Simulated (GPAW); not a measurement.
# A self-consistent single point of BP (F-43m, 2 atoms in the cell) with GPAW

Computed with PBE, real-space grid, GPAW PAW datasets PBE (gpaw-data 1.0.1) in GPAW.

Input as run:

```python
from ase import Atoms
from gpaw import GPAW, FermiDirac

atoms = Atoms(['B', 'P'],
              cell=[[0.000000, 2.281350, 2.281350],
                    [2.281350, 0.000000, 2.281350],
                    [2.281350, 2.281350, 0.000000]],
              positions=[[0.000000, 0.000000, 0.000000],
                         [1.140675, 1.140675, 1.140675]],
              pbc=True)

calc = GPAW(mode='fd',
            h=0.2,
            xc='PBE',
            kpts=(7, 7, 7),
            occupations=FermiDirac(0.05),
            nbands=-4,
            convergence={'bands': -2},
            symmetry={'symmorphic': False, 'tolerance': 0.0005},
            maxiter=150,
            txt='-')

atoms.calc = calc

energy = atoms.get_potential_energy()
print('Energy (eV):', round(energy, 6))
forces = atoms.get_forces()
print('Forces (eV/Ang):')
print(forces.round(5))
```

Output, abridged:

```
Input parameters:
  convergence: {bands: -2}
  h: 0.2
  kpts: [7 7 7]
  maxiter: 150
  mode: fd
  nbands: -4
  occupations: {fixmagmom: False,
                name: fermi-dirac,
                width: 0.05}
  symmetry: {symmorphic: False,
             tolerance: 0.0005}
  xc: PBE

species:
  B:
    name: Boron
    Z: 5.0
    valence: 3
    core: 2
    charge: 0.0
    file: B.PBE.gz

    # Using partial waves for B as LCAO basis

  P:
    name: Phosphorus
    Z: 15.0
    valence: 5
    core: 10
    charge: 0.0
    file: P.PBE.gz

    # Using partial waves for P as LCAO basis

Reference energy: -9972.403226  # eV

Spin-paired calculation

Convergence criteria:
 Maximum [total energy] change in last 3 cyles: 0.0005 eV / valence electron
 Maximum integral of absolute [dens]ity change: 0.0001 electrons / valence electron
 Maximum integral of absolute [eigenst]ate change: 4e-08 eV^2 / valence electron
 Maximum number of scf [iter]ations: 150

Symmetries present (total): 24
Symmetries with fractional translations: 0
343 k-points: 7 x 7 x 7 Monkhorst-Pack grid
20 k-points in the irreducible part of the Brillouin zone
       k-points in crystal coordinates                weights
   0:     0.00000000    0.00000000    0.00000000          1/343
   1:     0.14285714    0.14285714    0.00000000          6/343
   2:     0.14285714    0.14285714    0.14285714          8/343
   [... 7 lines left out ...]
          ...
  19:     0.42857143    0.42857143    0.42857143          8/343

Wave functions: Uniform real-space grid
  Kinetic energy operator: 12*3+1=37 point O(h^6) finite-difference Laplacian

Occupation numbers: Fermi-Dirac:
  width: 0.0500  # eV

Eigensolver

Densities:
  Coarse grid: 12*12*12 grid
  Fine grid: 24*24*24 grid
  Total Charge: 0.000000

Density mixing:
  Method: separate
  Backend: pulay
  Linear mixing parameter: 0.05
  old densities: 5
  Damping of long wavelength oscillations: 50

Hamiltonian:
  XC and Coulomb potentials evaluated on a 24*24*24 grid
  Interpolation: tri-quintic (5. degree polynomial)
  Poisson solver: FastPoissonSolver using
    Stencil: 12*3+1=37 point O(h^6) finite-difference Laplacian
    FFT axes: [np.int64(0), np.int64(1), np.int64(2)]
    FST axes: []

XC parameters: PBE with 2 nearest neighbor stencil

Number of atoms: 2
Number of atomic orbitals: 8
Number of bands in calculation: 8
Number of valence electrons: 8
Bands to converge: 6

Density initialized from atomic densities
  8 bands from LCAO basis set

Atomic positions and initial magnetic moments

Positions:
   0 B      0.000000    0.000000    0.000000    ( 0.0000,  0.0000,  0.0000)
   1 P      1.140675    1.140675    1.140675    ( 0.0000,  0.0000,  0.0000)

Unit cell:
           periodic     x           y           z      points  spacing
  1. axis:    yes    0.000000    2.281350    2.281350    12     0.2195
  2. axis:    yes    2.281350    0.000000    2.281350    12     0.2195
  3. axis:    yes    2.281350    2.281350    0.000000    12     0.2195

  Lengths:   3.226316   3.226316   3.226316
  Angles:   60.000000  60.000000  60.000000

Effective grid spacing dv^(1/3) = 0.2395

     iter     time        total  log10-change:
                         energy   eigst   dens
iter:   1 --:--:--   -13.303995   +1.47
iter:   2 --:--:--   -13.277584   +0.70  -0.72
iter:   3 --:--:--   -12.873687   +0.38  -0.74
iter:   4 --:--:--   -12.812744   +0.02  -1.03
iter:   5 --:--:--   -12.801996   -0.46  -1.24
iter:   6 --:--:--   -12.803138   -0.83  -1.66
iter:   7 --:--:--   -12.800834c  -1.17  -1.61
iter:   8 --:--:--   -12.791968   -1.38  -1.67
iter:   9 --:--:--   -12.791958   -1.75  -2.61
iter:  10 --:--:--   -12.791986c  -2.00  -2.94
iter:  11 --:--:--   -12.791969c  -2.26  -2.92
iter:  12 --:--:--   -12.791960c  -2.54  -3.17
iter:  13 --:--:--   -12.791958c  -2.81  -3.51
iter:  14 --:--:--   -12.791958c  -3.13  -4.34c
iter:  15 --:--:--   -12.791958c  -3.33  -4.01c
iter:  16 --:--:--   -12.791958c  -3.47  -4.27c
iter:  17 --:--:--   -12.791958c  -3.66  -4.40c
iter:  18 --:--:--   -12.791958c  -4.08  -4.51c
iter:  19 --:--:--   -12.791958c  -4.34  -4.54c
   [... 8 lines left out ...]
iter:  28 --:--:--   -12.791958c  -6.25  -5.35c
iter:  29 --:--:--   -12.791958c  -6.53  -5.50c
iter:  30 --:--:--   -12.791958c  -6.87  -5.65c
iter:  31 --:--:--   -12.791958c  -7.15  -5.76c
iter:  32 --:--:--   -12.791958c  -7.31  -5.79c
iter:  33 --:--:--   -12.791958c  -7.61c -6.01c

Converged after 33 iterations.

Dipole moment: (-4.716137, -4.716137, -4.716137) |e|*Ang

Energy contributions relative to reference atoms: (reference = -9972.403226)

Kinetic:        +12.052746
Potential:      -10.694657
External:        +0.000000
XC:             -14.290212
Entropy (-ST):   -0.000000
Local:           +0.140165
SIC:             +0.000000
--------------------------
Free energy:    -12.791958
Extrapolated:   -12.791958

Showing only first 2 kpts
 Kpt  Band  Eigenvalues  Occupancy
  0     2      7.99843    1.99999
  0     3      7.99843    1.99999
  0     4     11.37536    0.00000
  0     5     11.37731    0.00000

  1     2      6.60477    2.00000
  1     3      6.60859    2.00000
  1     4     10.62566    0.00000
  1     5     13.29078    0.00000

Fermi level: 8.61287

Gap: 1.266 eV
Transition (v -> c):
  (s=0, k=0, n=3, [0.00, 0.00, 0.00]) -> (s=0, k=16, n=4, [0.43, 0.43, 0.00])
Direct/indirect transitions are different
Direct gap: 3.377 eV
Transition at: (s=0, k=0, n=3, [0.00, 0.00, 0.00])
Energy (eV): -12.791958

Forces in eV/Ang:
  0 B    -0.00000    0.00000    0.00000
  1 P    -0.00000   -0.00000   -0.00000
```

The run converged in 33 iterations.

The starting cell has typed, rounded lattice constants, without a prior relaxation at this level. Its lattice was rescaled by up to half a per cent.
